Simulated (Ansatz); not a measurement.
GaAs (F-43m) under hydrostatic pressure (compression positive): hole conductivity mass by PBE with spin-orbit coupling, rigid bands (plane waves, PAW; Ansatz, an electronic-structure program). The unloaded cell, whose axes the loads refer to:

```
GaAs
1.0
    0.00000     2.82931     2.82931
    2.82931     0.00000     2.82931
    2.82931     2.82931     0.00000
Ga As
1 1
Cartesian
  0.00000   0.00000   0.00000
  1.41466   1.41466   1.41466
```

```csv
hydrostatic pressure (compression positive) (GPa),volume per atom (Å³),hole conductivity mass (mₑ)
-1.2,23.06,?
0,22.65,0.415
1.2,22.27,0.403
2.4,21.93,0.393
4.8,21.33,0.377
7.2,20.80,0.365
```

### Question
Fit a straight line to ln(hole conductivity mass) against the load over the rows given, and predict the row at -1.2 GPa.

### Answer
The means are x̄ = 3.120 GPa and ȳ = -0.9411; Σ(x − x̄)(y − ȳ) = -0.5896 and Σ(x − x̄)² = 33.41, so the slope is -1.76 % per GPa, and the rows given lie within 0.66 % of the line. At -1.2 GPa the line gives 0.421 mₑ; the calculation gives 0.431 mₑ, 2.3 % from it.

Masses are for dilute carriers at 300 K, harmonic means over directions unless an axis is named. Stresses and pressures are the targets of the relaxation. The structure type is held at every load. Geometry: cell and atoms relaxed with PBEsol.
